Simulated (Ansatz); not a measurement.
The parent structure is CdO in the rock salt structure (space group Fm-3m, No. 225).

```yaml
crystal:
  lattice:
    - [0.00000, 2.34543, 2.34543]
    - [2.34543, 0.00000, 2.34543]
    - [2.34543, 2.34543, 0.00000]
  atoms:
    - { symbol: O, position: [0.00000, 0.00000, 0.00000] }
    - { symbol: Cd, position: [0.50000, 0.50000, 0.50000] }
```

Method: PBEsol (Ansatz, a first-principles code; PAW; 420 eV plane waves; spin-orbit coupling left out), earlier PAW set.

```tsv
level	band gap	lattice parameter a
PBEsol	zero	4.691 Å
```

From these computed values, estimate the measured ones, and say how each level misses.

Measured: band gap 0.84 eV (0 K or low temperature; as listed in E. Menéndez-Proupin et al., Physical Review B (2004)); lattice parameter a 4.696 Å (temperature not stated; as listed in Priya Gopal et al., Physical Review B (2015)). Computed minus measured — band gap: PBEsol -0.84 eV; lattice parameter a: PBEsol -0.1 %. Measured values not marked as corrected hold thermal and zero-point effects that the static-lattice runs lack. A measured gap can be an optical one, lowered by exciton binding. Levels without spin-orbit coupling miss its effect on the gap.

No phonon test of stability was made. All final runs are without spin polarisation. A zero or small gap of CdO can be the functional's error rather than a property of the material.
